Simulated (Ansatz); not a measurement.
Consider this model of amorphous Si24O51Mo.

```xyz
76
Lattice="10.4465 0.0000 0.0000 0.0000 10.4465 0.0000 0.0000 0.0000 10.4465" Properties=species:S:1:pos:R:3 pbc="T T T"
Si     3.1551     4.7570     6.1857
Si     5.8196     1.1213     3.4328
Si     6.7645    10.1410     7.9950
Si     4.3465     1.0218     9.5748
Si     2.2522     2.4447     7.7640
Si     4.3246     7.1812     8.0209
Si     3.4903     8.6913     0.3150
Si     0.6278     9.4108     9.5849
Si     4.8208     8.8255     3.1763
Si     1.3902     4.5598     9.8368
Si     3.7034     3.1755     3.8187
Si     0.6932     6.4235     5.7969
Si     1.6977     1.0687     5.2270
Si     7.1418     9.5505     4.9841
Si     6.8748     5.4412     1.0521
Si     9.8293     9.9410     3.8176
Si     0.7349     8.1798     1.7192
Si     4.0959     3.7706     0.7979
Si    10.0851     6.8435     8.5142
Si     7.0312     7.3150     9.1664
Si     9.2435     3.4302     0.3084
Si     2.9956     8.6293     5.6323
Si     8.9872     1.0382     9.2079
Si     8.1711     1.0315     1.5835
O      8.9278     0.0376     2.5941
O      8.1393     0.5899     7.9020
O     10.3457     8.9267     0.5514
O     10.1092     6.2645     7.0075
O      3.3547     3.3317     6.9434
O      0.0566     8.4047     8.4292
O      3.6297     5.8803     7.2653
O      8.7652     9.2554     4.8705
O      4.6440     8.3115     1.6593
O      2.9234     4.6082    10.4228
O      9.0528     2.6694     9.3257
O      0.3053     4.0135     0.4882
O      5.5565     0.6804     8.4924
O      9.9711     6.5064     4.5668
O      2.2862     8.0226     1.3947
O      2.6093    10.2014     5.5277
O      0.3026     0.6499     4.4868
O      6.6905     6.8216     0.2437
O      5.1845     2.5199     3.9180
O      6.8829     0.6683     4.5821
O      1.5950     5.0861     5.7372
O      2.5170     2.1695     4.3339
O      4.2387    10.2183     0.1473
O      1.3475     3.5122     8.5967
O      9.0143     2.4196     1.5535
O      6.6445     1.3182     2.0399
O      6.6144     9.4204     6.5249
O      0.0003     6.6295     1.8288
O      3.8522     4.5537     4.7155
O      1.5955     7.7554     5.7449
O      4.5772     2.4300    10.4384
O      8.5289     6.7050     8.9377
O      6.9793     8.9312     9.0750
O      3.7501     8.1744     4.2605
O      0.7724     6.0180     9.3818
O      5.4669     4.6480     1.0982
O      9.9019     4.2018     3.1616
O      8.1687     0.4654     0.0653
O      6.3222     8.5900     3.9155
O      8.1154     4.6013     0.4078
O      2.1976     9.3212     9.7376
O      1.2883     1.7235     6.6645
O      3.4012     3.4816     2.2462
O      3.0160     1.3574     8.6768
O      3.9693     7.5585     9.5732
O      0.0624     0.4559     9.2173
O      3.9028     8.3974     6.9826
O      7.5614     5.8185     2.5759
O      4.6351     0.0238     3.2422
O      5.9303     6.7716     8.0718
O      0.4037     8.8229     3.1799
Mo     9.3788     5.7800     3.0251
```

All values below come from PBE, scalar-relativistic without spin-orbit coupling (plane waves to 420 eV, PAW; Ansatz, a first-principles code).

The cell was made by melting and quenching with the CHGNet potential and then relaxed with DFT. O atoms were pushed apart under 1.9 Å during the dynamics, to hinder bonds among them. The hot cell started wider than the set density and was brought back towards it in steps. It is the lowest in DFT energy of 2 quenches. It is a model cell: composition and starting density were chosen by hand, and all elements were melted together. No dispersion term was used. Its density started from a set value of 2.30 and ended at 2.31 g/cm³. The simulated quench (nominally 320 K/ps over its main leg) is rapid and tends to freeze in more defects than a deposited or slowly cooled glass has. One small periodic cell is one sample of the glass; other quenches scatter about these values. The volume was free in the relaxation, at fixed shape. Stress components on the final sampling reach 1.3 GPa.

Cut-offs for bonds: Si-Si 2.60 Å, Si-O 1.96 Å, Si-Mo 2.74 Å, O-O 1.58 Å, O-Mo 2.42 Å, Mo-Mo 3.04 Å. Two cations that share two anions don't count as bonded, nor two that share one unless they lie closer than Si-Si 2.38 Å, Si-Mo 2.66 Å, Mo-Mo 2.95 Å.

Give the coordination numbers, mean bond lengths and angles.


```
Property                                                         Result
---------------------------------  ------------------------------------
Mean coordination of Si by anions            4.04 (23 with 4, 1 with 5)
Mean coordination of O                       1.98 (1 with 1, 50 with 2)
Mean coordination of Mo by anions                       4.00 (1 with 4)
Mean Si-O bond                     1.642 Å (spread 0.034 Å, 97 counted)
Mean O-Mo bond                      1.790 Å (spread 0.075 Å, 4 counted)
Bond angle at Si                               mean 109.3°, spread 7.7°
Bond angle at O                               mean 139.4°, spread 12.2°
Bond angle at Mo                               mean 109.3°, spread 7.0°
```

Which atoms depart from the most common coordination of their element?

Si7 has 5 (O47 1.71 Å, O69 1.71 Å, O39 1.75 Å, O65 1.77 Å, O33 1.81 Å); O61 has 1 (Mo76 1.67 Å).

List the pairs of like atoms that count as bonded by the rules above.

There are none by these rules.
